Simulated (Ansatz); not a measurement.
**Contacts to C-dia (110, C face)**

Plane-wave PAW runs of Ansatz (a program for electronic structure) at PBE, 420 eV, without spin–orbit coupling and spin-polarised for magnetic metals alone: periodic stacks cut from bulk faces, the metal strained to the host, one local minimum each, barriers from the potential line-up.

| metal face | host face | atoms; faces of host | metal; metal's strain (%) | hole barrier (eV) | electron barrier (eV) |
|---|---|---|---|---|
| (1) TaN-rs (110) | C-dia (110) | 96; C/C | NTa/NTa; -1.0 | (withheld) | (withheld) |
| (2) Al (111) | C-dia (110) | 116; C/C | Al/Al; +1.0 | 0.37 | 3.75 |
| (3) Cu (110) | C-dia (110) | 32; C/C | Cu/Cu; -1.6 | (withheld) | (withheld) |
| (4) Mo (110) | C-dia (110) | 92; C/C | Mo/Mo; -2.1 | 0.48 | 3.65 |
| (5) Ti (001) | C-dia (110) | 116; C/C | Ti/Ti; -1.8 | (withheld) | (withheld) |
| (6) W (110) | C-dia (110) | 88; C/C | W/W; -2.9 | 0.45 | 3.68 |

**Question.** Complete the blanks.

**Answer.** 
- (1) TaN-rs (110), hole barrier (eV): 0.62
- (1) TaN-rs (110), electron barrier (eV): 3.50
- (3) Cu (110), hole barrier (eV): 0.65
- (3) Cu (110), electron barrier (eV): 3.48
- (5) Ti (001), hole barrier (eV): 0.34
- (5) Ti (001), electron barrier (eV): 3.79
